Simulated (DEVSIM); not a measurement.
System: abrupt Ge p-n junction, at 250 K.

Layer 1 from the left is Ge, thickness (μm) 0.330, Na (cm⁻³) 1.8e18, τn (s) 1.9e-6, τp (s) 1.9e-6. Layer 2 from the left is Ge, thickness (μm) 0.320, Nd (cm⁻³) 3e16, τn (s) 1.9e-6, τp (s) 1.9e-6.

Left contact: ohmic. Right contact: ohmic. Voltage is applied to the left contact. Recombination: SRH at mid-gap, radiative, Auger. Mobility is μmin + (μ − μmin)/(1 + (N/Nref)^α).

Constants are typed, rounded textbook-type inputs, not results; the design itself was drawn at random and stands for no fabricated device. Values at 300 K; Nc and Nv go as T^1.5, mobilities as T to minus their exponent, the gap by Varshni's rule with the affinity fixed.

Ge: gap (eV) 0.664, affinity (eV) 4, permittivity 16, Nc (cm⁻³) 1.04e19, Nv (cm⁻³) 6e18, μn (cm²/Vs) 3900, μp (cm²/Vs) 1900, μn,min 150, μp,min 100, Nref,n 2.6e17, Nref,p 4e17, αn 0.56, αp 0.6, T exponent of μn 1.66, T exponent of μp 2.33, B (cm³/s) 6.4e-14, Cn (cm⁶/s) 1e-31, Cp (cm⁶/s) 1e-31, Varshni α (eV/K) 0.000477, Varshni β (K) 235.

Model (solved in DEVSIM): 1D drift-diffusion, Boltzmann statistics, complete ionisation; no tunnelling, impact ionisation, image-force lowering or self-heating.

### Question
What does the simulation give for the potential step across the device at zero bias, the dark forward voltage at 100 A/cm², the dark forward voltage at 1 A/cm², the largest field in the device at zero bias?

### Answer
potential step across the device at zero bias 0.543 V; dark forward voltage at 100 A/cm² 0.354 V; dark forward voltage at 1 A/cm² 0.251 V; largest field in the device at zero bias 75000 V/cm.
